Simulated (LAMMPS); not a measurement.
Pressure dependence of Co (hcp) at 1060 K, from the crystal.

Level of theory: classical MD, pair style meam, file MoCoNiVFeAlCr_2nn.meam (LAMMPS).

```json
[
 {"P (GPa)": "0", "state": "crystal; no diffusion seen in 30 ps", "volume": "11.4588 ± 0.0008 Å³/atom", "coordination number": "12.0 (counted to 3.10 Å)"},
 {"P (GPa)": "2", "state": "crystal; no diffusion seen in 30 ps", "volume": "11.3218 ± 0.0005 Å³/atom", "coordination number": "12.0 (counted to 3.06 Å)"},
 {"P (GPa)": "5", "state": "crystal; no diffusion seen in 30 ps", "volume": "11.1338 ± 0.0009 Å³/atom", "coordination number": "12.0 (counted to 3.06 Å)"}
]
```

Caution: in nature this polymorph isn't the stable one over the whole range of temperature at this pressure, and short runs keep a crystal in its starting form.

Caution (rows 2; 5): a run this short can hold a crystal over, or a liquid under, the potential's own melting point, which these runs don't give.

Estimate the isothermal bulk modulus at zero pressure. A parabola P(ln V) through the three points gives −dP/d ln V = 160 GPa at zero pressure.

States go by the mean squared displacement: a species diffuses where it passes 1.5 Å², still rises and gives D over 1e-6 cm²/s; a crystal has left its structure where atoms lie 0.35 Å off their sites on average or a cubic box changes its shape by 3 %, or the axial ratios of another lie 8 % off the starting cell's, which the potential's own relaxation can also do.

Uncertainties are statistical and leave out the potential's own error.
